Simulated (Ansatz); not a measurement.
Base system: TlZnBr3 in the cubic perovskite structure (space group Pm-3m, No. 221; a = 5.1349 Å; a hypothetical phase, not in the database extracts checked). Axes: x, y, z lie along the cube axes.

Level of theory: PBEsol (Ansatz, an electronic-structure program; PAW; 420 eV plane waves; scalar-relativistic without spin-orbit coupling).

Modification: a pure shear with ε_yz = ε_zy = 0.0172; the atoms relax in the strained cell.

Problem. Predict the stress tensor and what it implies for the stiffness.

Solution. Stress of the strained cell less that of the base (GPa, compression positive):
```
   0.00    0.00    0.00
   0.00    0.04   -0.61
   0.00   -0.61    0.04
```

Then −Δσ/γ with γ = 2ε = 0.0344 gives secant stiffness values (nonlinear terms included at this strain): C44 ≈ 18 GPa.

Whether these cells are dynamically stable was not tested. Many cubic perovskites are stable only at high temperature; tilts and polar distortions were not tested.
